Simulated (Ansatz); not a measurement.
SnSiO4 (model structure, started from the HfGeO4 type, I4₁/a, No. 88, 12 atoms in the cell) was calculated with HSE06 in Ansatz (PAW).

Run with plane-wave cutoff 460 eV, 6×6×6 k mesh, Fermi–Dirac smearing 0.01 eV, scalar-relativistic PAW data made under PBE.

Cell (relaxed with PBEsol):

Space group I4₁/a, origin choice 1 (No. 88); a = 4.676 Å, b = 4.676 Å, c = 10.712 Å, α = 90.00°, β = 90.00°, γ = 90.00°

```json
[
 {"atom": "Sn", "site": "4b", "symmetry": "-4..", "x": "0.0000", "y": "0.0000", "z": "0.5000"},
 {"atom": "Si", "site": "4a", "symmetry": "-4..", "x": "0.0000", "y": "0.0000", "z": "0.0000"},
 {"atom": "O", "site": "16f", "symmetry": "1", "x": "0.2595", "y": "0.3325", "z": "0.1733"}
]
```
(The calculation used a cell of 12 atoms; values per cell refer to that cell.)

Q: Give the computed band gap and smallest direct gap on the k points sampled.

A: 
* **band gap**: 3.90 eV (on the SCF k mesh)
* **smallest direct gap on the k points sampled**: 3.93 eV

Note: the relaxation could raise the start's symmetry but not lower it, so the cell can be a saddle point; cell and atoms aren't relaxed at this level (largest force component 0.28 eV/Å, pressure -3.7 GPa).

Spin–orbit coupling is not included.

Static lattice: no zero-point or thermal effects.

It cost about 7 core-minutes (a rough figure) of CPU time.

A model structure was made by putting elements into a prototype or built by hand; it is no filed structure, need not be a known phase, and can be a saddle point held by its symmetry.

Ansatz is a program for electronic structure.
